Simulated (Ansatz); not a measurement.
# Band edges of wurtzite SiC (P6_3mc) under hydrostatic pressure

Cell and atoms are relaxed with PBEsol to each stress (compression positive); bands and masses by PBEsol with spin-orbit coupling, rigid bands (plane waves, PAW; Ansatz, a first-principles code).

```yaml
crystal:
  lattice:
    - [3.07595, 0.00000, 0.00000]
    - [-1.53798, 2.66385, 0.00000]
    - [0.00000, 0.00000, 5.04771]
  atoms:
    - { symbol: Si, position: [0.33333, 0.66667, 0.49959] }
    - { symbol: Si, position: [0.66667, 0.33333, 0.99959] }
    - { symbol: C, position: [0.33333, 0.66667, 0.87541] }
    - { symbol: C, position: [0.66667, 0.33333, 0.37541] }
```

| stress (GPa) | ln(V/V₀) (%) | gap (eV) | mean mₑ* |
|---|---|---|---|
| -2.00 | 0.92 | 2.136 | 0.36 |
| 0 | 0 | 2.119 | 0.36 |
| 2.00 | -0.88 | 2.105 | 0.36 |
| 5.00 | -2.16 | 2.081 | 0.35 |
| 10.00 | -4.15 | 2.047 | 0.35 |

 Masses are conductivity masses at 300 K in electron masses, harmonic means over x, y and z.

**Question.** Estimate the bulk modulus from the two loads next to zero.

**Answer.** B ≈ −Δp/Δln V = 4.00 GPa/1.80 % = 220 GPa (PBEsol), a mean over this interval.

**Question.** How fast does the gap move on either side of zero load?

**Answer.** Under tension, (2.136 − 2.119) eV over -2.00 GPa = -8 meV/GPa, or about 1.8 eV per unit ln V; under compression, (2.047 − 2.119) eV over 10.00 GPa = -7 meV/GPa, or about 1.7 eV per unit ln V. The two slopes part by 1 meV/GPa; gaps are resolved to about 0.01 eV, which allows 6 meV/GPa, so these rows don't tell them apart.

Masses are those of dilute carriers in rigid bands with one relaxation time, without polarons. Third decimals of gaps are kept for the arithmetic. Every relaxation keeps the wurtzite phase (space group P6_3mc under this load), so a transition, a distortion that breaks the symmetry or fracture can't show.
